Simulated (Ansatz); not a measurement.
Start from ZnS in the zinc blende structure (space group F-43m, No. 216; a = 5.389 Å).

Perturbation: Se takes the place of S on all its sites; the structure is relaxed again.

Levels (all Ansatz, an electronic-structure program, PAW): r2SCAN (500 eV, no SOC); HSE06+SOC (420 eV, with spin-orbit coupling).

The geometry is relaxed with r2SCAN.

| Property | Result |
|---|---|
| r2SCAN lowest conduction level above the VBM at special points | Γ 1.87 eV; L 3.05 eV; X 3.34 eV |
| r2SCAN valence-band top at Γ | 0.00, 0.00, 0.00 eV |

Q: What does HSE06+SOC give at this geometry for the lowest conduction level above the VBM at special points and valence-band top at Γ?

A: The lowest conduction level above the VBM at special points becomes Γ 2.28 eV; L 3.51 eV; X 3.70 eV (r2SCAN: Γ 1.87 eV; L 3.05 eV; X 3.34 eV); the valence-band top at Γ (three highest Kramers pairs, from the VBM) goes from 0.00, 0.00, 0.00 eV to 0.00, 0.00, -0.43 eV. The threefold valence maximum splits by Δso ≈ 0.43 eV.

Single points use the geometry relaxed with r2SCAN. The spin-orbit shifts are approximate. The levels and masses belong to the bands next to the band gap. No phonon test of stability was made.
